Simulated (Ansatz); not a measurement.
Consider TiB2 (space group P6/mmm, No. 191; a = 3.0320 Å, c = 3.2243 Å).

(Cell as relaxed with PBE.)

Levels (all Ansatz, a program for electronic structure, PAW): PBE (420 eV, no spin-orbit coupling); r2SCAN (500 eV, scalar-relativistic without spin-orbit coupling).

Each level relaxes its own structure.

| base | PBE | r2SCAN |
|---|---|---|
| volume per atom | 8.56 Å³ | 8.51 Å³ |
| lattice parameter a | 3.032 Å | 3.025 Å |
| band gap | zero | zero |

One thing is altered: a hydrostatic pressure of 4.2 GPa.

```csv
quantity,PBE,r2SCAN
volume per atom,8.42 Å³,[?]
c/a ratio,1.061,[?]
```

What does r2SCAN give?


- volume per atom, r2SCAN: 8.38 Å³
- c/a ratio, r2SCAN: 1.063

PBE's volume per atom lies 0.04 Å³ above r2SCAN's (0.5 %). Neither level is exact; r2SCAN is the comparison here, not a measurement.

Load acts through the strain it causes; cell and atoms are relaxed under it. No phonon test of stability was made. All final runs are without spin polarisation.
